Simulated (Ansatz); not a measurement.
Defect migration in fcc Rh: Ta-vacancy pair (Ta on one host Rh site, one Rh site vacant), neutral cell. All values below come from PBE, PAW (plane waves to 420 eV; Ansatz, a program for electronic structure).

Settings: 32 host sites, the relaxed PBE lattice, a 2×2×2 k-point mesh shifted by half a step, smearing 0.10 eV, spin-restricted, no image-charge correction. Energies are static. Spin-orbit coupling is left out. Forms of the defect that were not tried may lie lower. The start lies 0.56 eV above the lowest site run (PBE).

Barriers: single points on a 4×4×4 k-point mesh shifted by half a step at the bands' geometries (they differ from the bands' own by up to 0.18 eV, and are uncertain by about as much).

Relaxed starting cell (atoms counted from 1):

```
Rh30Ta
1.0
    7.66000     0.00000     0.00000
    0.00000     7.66000     0.00000
    0.00000     0.00000     7.66000
Ta Rh
1 30
Direct
  0.99958   0.00672   0.00850
  0.99983   0.00206   0.49964
  0.99976   0.49770   0.00422
  0.99975   0.49310   0.49522
  0.49967   0.99951   0.00173
  0.49984   0.99898   0.50321
  0.49966   0.50123   0.00093
  0.49970   0.50034   0.50256
  0.99971   0.25067   0.75041
  0.99972   0.74825   0.25281
  0.99978   0.75112   0.75318
  0.49968   0.24987   0.25183
  0.49970   0.25038   0.75009
  0.49983   0.74787   0.25252
  0.49979   0.74897   0.75106
  0.24940   0.00139   0.25225
  0.24945   0.99940   0.75166
  0.24880   0.49740   0.25201
  0.24928   0.50021   0.75141
  0.74998   0.00126   0.25211
  0.74989   0.99944   0.75160
  0.75065   0.49750   0.25201
  0.75029   0.50029   0.75132
  0.24933   0.24995   0.00344
  0.24893   0.24974   0.49969
  0.24949   0.74959   0.00158
  0.24931   0.74919   0.50234
  0.74985   0.25006   0.00345
  0.75067   0.24994   0.49960
  0.75010   0.74946   0.00162
  0.75020   0.74931   0.50238
```

End state 1 differs by these moves (Å; atoms that move under 0.08 Å are left out):

```csv
atom,element,Δx,Δy,Δz
1,Ta,0.00,1.81,1.81
```

Task: What is the computed forward and backward barriers to end state 1 (PBE, PAW)?

Result: forward 1.62 eV, backward 1.62 eV; at the saddle point atom 1 has neighbours 4 Rh at 2.48, 4 Rh at 3.00 Å. The saddle point's order was not checked, and it lies on a symmetry element of the cell, where a band can be held.

End state 2 differs by these moves (Å; atoms that move under 0.08 Å are left out):

```tsv
atom	element	Δx	Δy	Δz
4	Rh	0.00	-1.83	-1.83
```

Task: Estimate the forward and backward barriers to end state 2 that PBE, PAW returns for this input.

Result: forward 1.48 eV, backward 2.04 eV; at the saddle point atom 4 has neighbours 4 Rh at 2.49, 2 Rh at 2.94, 2 Rh at 2.98 Å. The saddle point's order was not checked, and it lies on a symmetry element of the cell, where a band can be held.
